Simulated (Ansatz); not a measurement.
## Several settings converged on Hf₂Si (Fmm2, 6 atoms in the cell)

```yaml
crystal:
  lattice:
    - [-3.28518, 3.28518, 2.59057]
    - [3.28518, -3.28518, 2.59057]
    - [3.28518, 3.28518, -2.59057]
  atoms:
    - { symbol: Hf, position: [0.84351, 0.65649, 0.50000] }
    - { symbol: Hf, position: [0.15649, 0.34351, 0.50000] }
    - { symbol: Hf, position: [0.66187, 0.16187, 0.82374] }
    - { symbol: Hf, position: [0.34351, 0.84351, 0.18702] }
    - { symbol: Si, position: [0.75000, 0.75000, 0.00000] }
    - { symbol: Si, position: [0.25000, 0.25000, 0.00000] }
```

Base method: PBEsol, default PAW files made with PBE (plane waves; Ansatz, a program for electronic structure).

Base settings: basis.ecutwfc = 420 eV; kpoints.mp_grid.grid = 7 7 7; hamiltonian.xc = pbesol; hamiltonian.pseudopotentials = {kind: paw} (the program's default PAW files); scf.occupations.method = gaussian; scf.occupations.width = 0.1 eV.

The count of work is k-points × plane waves × bands × iterations; it is no time. Core times come from one kind of shared machine, to one figure; runs under 30 s give none.

**The k-point mesh**

Only quantities that move along the ladder and can be compared are tabulated.

| kpoints.mp_grid.grid | free energy less the last step's (meV/atom) | pressure (GPa) | largest difference of a force vector from the last step's (eV/Å) | count of work / last | core time / last (rough) |
|---|---|---|---|---|---|
| 2 2 2 | 59.64 | -3.74 | 0.112 | 0.035 | – |
| 3 3 3 | 5.82 | -2.97 | 0.076 | 0.072 | – |
| 4 4 4 | -3.76 | -3.65 | 0.069 | 0.14 | – |
| 6 6 6 | -1.73 | -3.55 | 0.046 | 0.37 | 0.4 |
| 7 7 7 | 0.91 | -3.59 | 0.021 | 0.51 | 0.5 |
| 9 9 9 | 0.00 | -3.56 | 0.000 | 1.0 | 1 |

Coarsest kpoints.mp_grid.grid that holds the free energy within 2 meV/atom of the last step, with all finer ones: 6 6 6, at 0.37 of the last step's count of work and about 0.4 of the last step's time; the step before is off by 3.8 meV/atom.

Coarsest kpoints.mp_grid.grid that holds the pressure within 0.2 GPa of the last step, with all finer ones: 4 4 4, at 0.14 of the last step's count of work; the step before is off by 0.58 GPa.

Coarsest kpoints.mp_grid.grid that holds the forces within 0.01 eV/Å: not settled: the last two steps still differ by 0.021 eV/Å, over half the tolerance, so the ladder does not show it.

**The k-point mesh at a smearing width of 0.02 eV**

In this ladder: scf.occupations.width = 0.02 eV.

Only quantities that move along the ladder and can be compared are tabulated.

| kpoints.mp_grid.grid | free energy less the last step's (meV/atom) | pressure (GPa) | largest difference of a force vector from the last step's (eV/Å) | count of work / last |
|---|---|---|---|---|
| 3 3 3 | 6.64 | -2.86 | 0.225 | 0.037 |
| 5 5 5 | 3.67 | -3.57 | 0.058 | 0.12 |
| 7 7 7 | 1.13 | -3.62 | 0.038 | 0.30 |
| 11 11 11 | 0.00 | -3.57 | 0.000 | 1.0 |

Coarsest kpoints.mp_grid.grid that holds the forces within 0.02 eV/Å: not settled: the last two steps still differ by 0.038 eV/Å, over half the tolerance, so the ladder does not show it.

Coarsest kpoints.mp_grid.grid that holds the free energy within 5 meV/atom of the last step, with all finer ones: 5 5 5, at 0.12 of the last step's count of work; the step before is off by 6.6 meV/atom.

Coarsest kpoints.mp_grid.grid that holds the pressure within 0.2 GPa of the last step, with all finer ones: 5 5 5, at 0.12 of the last step's count of work; the step before is off by 0.72 GPa.

**The k-point mesh at a smearing width of 0.3 eV**

In this ladder: scf.occupations.width = 0.3 eV.

Only quantities that move along the ladder and can be compared are tabulated.

```tsv
kpoints.mp_grid.grid	free energy less the last step's (meV/atom)	pressure (GPa)	largest difference of a force vector from the last step's (eV/Å)	count of work / last
3 3 3	5.12	-3.11	0.024	0.037
5 5 5	2.34	-3.51	0.012	0.12
7 7 7	0.41	-3.50	0.010	0.30
11 11 11	0.00	-3.49	0.000	1.0
```

Coarsest kpoints.mp_grid.grid that holds the forces within 0.02 eV/Å: not settled: the last two steps still differ by 0.010 eV/Å, over half the tolerance, so the ladder does not show it.

Coarsest kpoints.mp_grid.grid that holds the pressure within 0.1 GPa of the last step, with all finer ones: 5 5 5, at 0.12 of the last step's count of work; the step before is off by 0.38 GPa.

Coarsest kpoints.mp_grid.grid that holds the free energy within 1 meV/atom of the last step, with all finer ones: 7 7 7, at 0.30 of the last step's count of work; the step before is off by 2.3 meV/atom.

On the base run: the starting cell comes from a database of computed structures (which also holds hypothetical and non-ambient phases and stackings), without a prior relaxation at this level. Its lattice was rescaled by up to half a per cent. One atom was moved a little off its site on purpose. In the base run, with a pressure of about -4 GPa the cell is away from its equilibrium volume at this level. Ansatz's pressure includes its estimate of the finite-basis (Pulay) stress.

Keys are those of Ansatz 0.2.
